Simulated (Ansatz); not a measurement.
## BN under a change: uniaxial strain ε_zz = +3.00 %

Base system: BN in the zinc blende structure (space group F-43m, No. 216; a = 3.6097 Å). Axes: x, y, z lie along the cube axes.

Now apply this change: the cell is stretched by 3.00 % along z with no lateral relaxation, atoms relaxed at fixed cell.

All numbers come from plane-wave PAW DFT at the r2SCAN level (Ansatz, an electronic-structure program, 500 eV), no spin-orbit coupling. k-mesh 16×16×16 (Γ-centred); smearing 0.05 eV (Fermi–Dirac).

The volume per atom goes up by 0.18 Å³ to 6.06 Å³ and the space group changes from F-43m (No. 216) to I-4m2 (No. 119). The shortest interatomic distance rises by 0.016 Å, from 1.563 Å to 1.579 Å and the energy rises by 13 meV/atom. The pressure (mean of the normal stresses, compression positive) goes from zero to -10.97 GPa and the band gap decreases by 0.306 eV to 4.70 eV. The gap character comes out as indirect, Γ → X and the electron mass changes from 0.87 mₑ along k, 0.29 mₑ across (at X) to 0.86 mₑ along k, 0.30 mₑ across (at X). The valence-band top at Γ (three highest levels, from the VBM) changes from 0.00, 0.00, 0.00 eV to 0.00, 0.00, -0.31 eV and the valley order (the lowest conduction-band minima on the path, energy above the VBM, named in the base's zone) goes from X along ⟨100⟩ 5.00 eV to X along [010] 4.70 eV; X along [001] 5.21 eV. The stress (xx, yy, zz, yz, xz, xy; compression positive) is (-4.51, -4.51, -23.89, 0.00, 0.00, 0.00) GPa.

Final structure:

```
BN
1.0
    0.00000     1.80486     1.85901
    1.80486     0.00000     1.85901
    1.80486     1.80486     0.00000
B N
1 1
Direct
  0.00000   0.00000   0.00000
  0.25000   0.25000   0.25000
```

Masses are band curvatures over ±0.01 Å⁻¹ around the edge. Along k means along the line from Γ to the band edge. Whether these cells are dynamically stable was not tested. k-point labels follow each cell's own Brillouin zone.
